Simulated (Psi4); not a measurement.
Psi4 1.11, WB97X/def2-svpd: W(NH)2(OH)(NH2) ([NH]=[W](=[NH])([NH2])[OH]), 10 atoms. The geometry is a generated start, not checked to be a minimum at this level.

| Item | Result |
|---|---|
| task | energy |
| method | wb97x |
| basis | def2-svpd |
| memory | 3 GB |
| maxiter | 100 |
| keys of the molecule block | symmetry c1 |
| scf_type | df (default) |
| e_convergence | 1e-06 (default) |
| d_convergence | 1e-06 (default) |
| dft_radial_points | 75 (default) |
| dft_spherical_points | 302 (default) |
| effective core potentials | those of the basis set, past Kr |
| basis functions | 158 |
| grid points | 217516 |

```xyz
10

W     -0.0865     0.1960    -0.1885
N     -1.7061    -0.5324    -0.4012
H     -2.5251    -1.0384    -0.7417
N      1.0238    -0.2781    -1.5081
H      1.4468    -0.6184    -2.3726
O     -0.1950     2.0744     0.0468
H     -0.4074     3.0079    -0.0535
N      0.6843    -0.6776     1.4570
H      1.6324    -1.0497     1.5421
H      0.1327    -1.0838     2.2198
```

Charge 0 and multiplicity 1 are set for this test and not shown to be the ground state.

With the defaults (diis = true, scf_initial_accelerator = adiis, damping_percentage = 0, guess = auto, which took SAD, level_shift = 0, level_shift_cutoff = 0.01, soscf = false, soscf_start_convergence = 0.01, diis_max_vecs = 10) it converges in 12 SCF iterations. One run each on 2 threads, with these changes:
- guess = sadno
- diis_max_vecs = 3
- soscf = true
- diis = false, scf_initial_accelerator = none, damping_percentage = 60
- scf_initial_accelerator = ediis
- guess = sap
- soscf = true, soscf_start_convergence = 0.001
- level_shift = 0.1, level_shift_cutoff = 0.001
- diis_max_vecs = 20

Name the settings that don't reach the solution of the defaults.

No convergence: diis = false, scf_initial_accelerator = none, damping_percentage = 60 (the run ends without SCF convergence in 100 iterations). The rest reach the solution of the defaults.

| setting | SCF iterations | JK calls | end |
|---|---|---|---|
| soscf = true | 7 | 23 | same solution |
| soscf = true, soscf_start_convergence = 0.001 | 8 | 19 | same solution |
| level_shift = 0.1, level_shift_cutoff = 0.001 | 11 | 12 | same solution |
| the defaults | 12 | 13 | same solution |
| guess = sadno | 12 | 12 | same solution |
| scf_initial_accelerator = ediis | 12 | 13 | same solution |
| diis_max_vecs = 20 | 12 | 13 | same solution |
| guess = sap | 13 | 13 | same solution |
| diis_max_vecs = 3 | 15 | 16 | same solution |
| diis = false, scf_initial_accelerator = none, damping_percentage = 60 | 100 | 101 | no convergence |

An SOSCF iteration holds several JK calls; a Hückel guess adds calls on atoms. 1 further run of the study ended by our limits or in an error and is left out.
